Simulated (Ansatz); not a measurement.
Base system: CuAu (space group P4/mmm, No. 123; relaxed with 0.1 eV smearing).

Space group P4/mmm (No. 123); a = b = 2.813 Å, c = 3.593 Å, α = β = γ = 90.00°

```json
[
 {"atom": "Cu", "site": "1a", "symmetry": "4/mmm", "x": "0.0000", "y": "0.0000", "z": "0.0000"},
 {"atom": "Au", "site": "1d", "symmetry": "4/mmm", "x": "0.5000", "y": "0.5000", "z": "0.5000"}
]
```

Computed with PBEsol (Ansatz, a program for electronic structure), no SOC.

For the base:

```
Quantity   Result
--------  -------
Pressure  0.0 GPa
Band gap     zero
```

The change: the cell is scaled by 0.9950 in all directions; the atoms relax in the strained cell.

**Question.** What happens to the energy relative to the base?

**Answer.** The energy grows by 1.7 meV/atom.

**Question.** What does the calculation give for the pressure after the change?

**Answer.** The pressure (mean of the normal stresses, compression positive) goes from zero to 2.7 GPa.

**Question.** How does this affect the band gap?

**Answer.** The band gap is still zero.

Whether these cells are dynamically stable was not tested. The final runs are not spin-polarised.
